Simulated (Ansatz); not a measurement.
Base system: PbO (space group P4/nmm, No. 129; layered, stacked along the Cartesian z axis).

```
CELL_PARAMETERS angstrom
      4.03423     0.00000     0.00000
      0.00000     4.03423     0.00000
      0.00000     0.00000     4.99370
ATOMIC_POSITIONS crystal
  Pb 0.50000 0.00000 0.76226
  Pb 0.00000 0.50000 0.23774
  O  0.50000 0.50000 0.00000
  O  0.00000 0.00000 0.00000
```

Cartesian axes are those of the cell as printed.

Level of theory: Ansatz (a program for electronic structure), PBE-D3(BJ), PAW, cutoff 420 eV, no spin-orbit coupling.

Before the change:

```
Property                        Result
-----------------------------  -------
Shortest interatomic distance  2.341 Å
```

It is then changed as follows: tensile biaxial strain of 3.00 % in the plane normal to [001], as in epitaxy on a mismatched substrate; the out-of-plane cell vector and the atoms relax.

Problem. Predict the new shortest interatomic distance and out-of-plane strain.

Solution. The shortest interatomic distance rises by 0.0279 Å, from 2.341 Å to 2.368 Å; the out-of-plane strain amounts to -4.64 %.

No phonon test of stability was made. The program warned that a D3 coordination switch lies within reach, so dispersion energies are less smooth here.
